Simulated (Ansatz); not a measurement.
The starting structures come from a database of crystals and need not be the phases stable at ambient conditions.

Inside the gap of an insulator the Bloch states are evanescent, with a wavenumber k + iκ along the transport direction.

Consider the following.

```xyz
20
Lattice="5.5587 0.0000 0.0000 0.0000 8.9410 0.0000 1.5396 4.4705 4.8047" Properties=species:S:1:pos:R:3 pbc="T T T"
Na     1.3897     2.7001     0.0000
Na     4.1690     6.2409     0.0000
Ga     1.3897     8.0940     0.0000
Ga     4.1690     0.8470     0.0000
Ge     2.4208     9.7944     2.7701
Ge     4.6774     3.6171     2.0346
Ge     1.8981     5.3239     2.0346
Ge     5.2002     8.0876     2.7701
O      2.1892    11.3890     3.4313
O      4.9090     2.0225     1.3734
O      2.1297     6.9185     1.3734
O      4.9686     6.4929     3.4313
O      2.3926     9.6634     0.9938
O      4.7057     3.7481     3.8109
O      1.9263     5.1929     3.8109
O      5.1719     8.2186     0.9938
O      3.8513     9.0263     3.4849
O      3.2470     4.3852     1.3199
O      0.4676     4.5558     1.3199
O      6.6306     8.8557     3.4849
```

The cell is taken as given; by r2SCAN it stands under a pressure of -6.8 GPa.

Transport runs along the normal of the first two printed cell vectors.

No gap correction and no spin-orbit coupling; mid-gap is the computed energy nearest the middle.

### Question
State the band gap and the smallest decay constant κ at mid-gap according to r2SCAN run with Ansatz (a quantum-chemistry and plane-wave program).

### Answer
Gap 3.28 eV on a 6×6×6 mesh; κ = 0.275 1/Å, at the zone centre.
